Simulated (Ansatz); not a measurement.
**ZrSi in the rock salt structure (space group Fm-3m, No. 225; a hypothetical phase, not in the database extracts checked)**

ZrSi is modelled in the cubic space group Fm-3m (No. 225), the rock salt structure, Pearson symbol cF8. Cell: a = 5.341 Å, b = 5.341 Å, c = 5.341 Å, α = 90.00°, β = 90.00°, γ = 90.00°. Si on 4a is coordinated by 6 Zr at 2.671 Å (octahedral). Zr on 4b has 6 Si at 2.671 Å (octahedral). (Neighbours: up to the widest gap in distance over summed covalent radii, below 1.35, at either atom; cation-cation and far metal-metal contacts left out.)
(The calculation used a cell of 2 atoms; values per cell refer to that cell.)

Method: PBEsol, PAW, 420 eV (Ansatz, a program for electronic structure; no spin-orbit coupling). k-mesh 15×15×15 (Γ-centred); smearing 0.05 eV (Fermi–Dirac).

| Property | Result |
|---|---|
| Volume per atom | 19.05 Å³ |
| Density | 5.20 g/cm³ |
| Band gap | zero |
| Total energy | -2375.811 eV/atom (σ→0; compares only within this code and set-up) |

No phonon test of stability was made. All final runs are without spin polarisation.
